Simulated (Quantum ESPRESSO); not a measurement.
Input and output of a relaxation of the atoms for Mg2C3 (P1, 10 atoms in the cell) (Quantum ESPRESSO).

Computed with LDA (PZ), GBRV 1.5 ultrasoft (LDA) pseudopotentials (plane waves; Quantum ESPRESSO).

Input as run:

```fortran
&CONTROL
  calculation = 'relax'
  prefix = 'scf'
  outdir = './work'
  pseudo_dir = './'
  forc_conv_thr = 1.2e-03
/
&SYSTEM
  ibrav = 0
  celldm(1) = 9.9994857885
  nat = 10
  ntyp = 2
  ecutwfc = 40
  ecutrho = 200
  occupations = 'fixed'
  nbnd = 36
/
&ELECTRONS
  conv_thr = 7.3e-05
  mixing_beta = 0.5
/
&IONS
/
ATOMIC_SPECIES
Mg    24.3050  mg_lda_v1.4.uspp.F.UPF
C     12.0110  c_lda_v1.2.uspp.F.UPF
ATOMIC_POSITIONS {crystal}
Mg    0.8932920000    0.2162990000    0.5269030000
Mg    0.0845270000    0.7911030000    0.4660960000
Mg    0.4059430000    0.2798770000   -0.0270220000
Mg    0.6090980000    0.7324640000    0.0135340000
C     0.7116840000    0.8812710000    0.5108610000
C     0.2767460000    0.0881450000    0.5215330000
C     0.1963860000    0.6330920000    0.0181420000
C     0.7962800000    0.3742310000    0.0362730000
C     0.0157250000    0.4920130000   -0.0139080000
C     0.5103210000    0.0115060000    0.4475870000
K_POINTS {automatic}
4 3 5  0 0 0
CELL_PARAMETERS {alat}
   1.0000000000     0.0000000000     0.0000000000
   0.0000000000     1.2185448360     0.0000000000
   0.0000000000     0.0000000000     0.7072077861
```

Output, abridged:

```
     Self-consistent Calculation

     iteration #  1     ecut=    40.00 Ry     beta= 0.50

     total energy              =    -568.63299975 Ry
     estimated scf accuracy    <       2.14701379 Ry

     iteration #  2     ecut=    40.00 Ry     beta= 0.50

     total energy              =    -569.15984290 Ry
     estimated scf accuracy    <       0.15745453 Ry

     iteration #  3     ecut=    40.00 Ry     beta= 0.50

     total energy              =    -569.17576495 Ry
     estimated scf accuracy    <       0.04084875 Ry

   [... 2 blocks of this kind left out ...]

     iteration #  6     ecut=    40.00 Ry     beta= 0.50

     total energy              =    -569.18243216 Ry
     estimated scf accuracy    <       0.00011602 Ry

     iteration #  7     ecut=    40.00 Ry     beta= 0.50
     End of self-consistent calculation

     highest occupied, lowest unoccupied level (ev):     5.9882    7.2705

!    total energy              =    -569.18245006 Ry
     estimated scf accuracy    <       0.00001878 Ry

     convergence has been achieved in   7 iterations

     Forces acting on atoms (cartesian axes, Ry/au):

     atom    1 type  1   force =     0.00835670   -0.01252746   -0.00361863
     atom    2 type  1   force =     0.01978445    0.00106346    0.04322749
     atom    3 type  1   force =    -0.00727157    0.01328727    0.01973335
     atom    4 type  1   force =    -0.00955030   -0.03643996   -0.01292793
     atom    5 type  2   force =    -0.05844630    0.07140195   -0.04851976
     atom    6 type  2   force =     0.07974828    0.04117954   -0.06175544
   [... lines left out ...]
     Total force =     0.287233     Total SCF correction =     0.010181
     highest occupied, lowest unoccupied level (ev):     6.0098    7.7076
!    total energy              =    -569.28238661 Ry
     Total force =     0.002506     Total SCF correction =     0.001835
     bfgs converged in  19 scf cycles and  18 bfgs steps
     Final energy             =    -569.2823866075 Ry
   [... lines left out ...]
C                0.2945566401        0.1173809627        0.5018248155
C                0.2050804596        0.6179487217       -0.0031259271
C                0.7949202693        0.3821008998        0.0030688490
C                0.0000299926        0.4999546300       -0.0004968880
C                0.4999808431       -0.0001227288        0.5005931149
End final coordinates

   JOB DONE.
```

The run converged.  The full log also holds: “c_bands:  1 eigenvalues not converged”. The full log also holds: “SCF correction compared to forces is large: reduce conv_thr to get better values”.

Summary of the result:
- Free energy E − TS: -7745.4815 eV
- Top of the valence band (on the code's own zero): 6.01 eV
- Gap on the k-point mesh: 1.70 eV
- Largest force (vector length): 0.028 eV/Å
- Relaxation steps: 18

The starting cell comes from a database of computed structures (which also holds hypothetical and non-ambient phases and stackings), without a prior relaxation at this level. Its atoms were displaced at random from the sites of space group no. 58. For this run, on top of that: atoms moved at random.

Cost on one core of a shared machine: roughly 10 min.
